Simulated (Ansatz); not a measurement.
Si (C2/m, No. 12, 8 atoms in the cell; start mp-1079297; another form than the element's usual one), treated with PBE0 in Ansatz (PAW).

Run with plane-wave cutoff 460 eV, 6×6×4 k mesh (along the axes of the cell as run), Fermi–Dirac smearing 0.01 eV, scalar-relativistic PAW data made under PBE.

Cell (relaxed with PBEsol):

```yaml
crystal:
  lattice:
    - [6.90169, -1.91975, 0.00017]
    - [6.90169, 1.91975, 0.00017]
    - [-0.74536, 0.00000, 6.28257]
  atoms:
    - { symbol: Si, position: [0.05532, 0.05532, 0.87337] }
    - { symbol: Si, position: [0.94468, 0.94468, 0.12663] }
    - { symbol: Si, position: [0.55908, 0.55908, 0.65330] }
    - { symbol: Si, position: [0.44092, 0.44092, 0.34670] }
    - { symbol: Si, position: [0.21255, 0.21255, 0.05704] }
    - { symbol: Si, position: [0.78745, 0.78745, 0.94296] }
    - { symbol: Si, position: [0.72703, 0.72703, 0.58571] }
    - { symbol: Si, position: [0.27297, 0.27297, 0.41429] }
```

Question: Predict the band gap and smallest direct gap on the k points sampled.

Answer: 
- band gap = 1.41 eV (on the SCF k mesh) (indirect)
- smallest direct gap on the k points sampled = 1.73 eV

Note: cell and atoms aren't relaxed at this level (largest force component 0.05 eV/Å).

Static lattice: no zero-point or thermal effects.

Cost on a shared machine: very roughly 9 core-minutes.

A start named mp-… is a Materials Project structure, which need not be a measured phase.

Ansatz is a quantum-chemistry and plane-wave program.
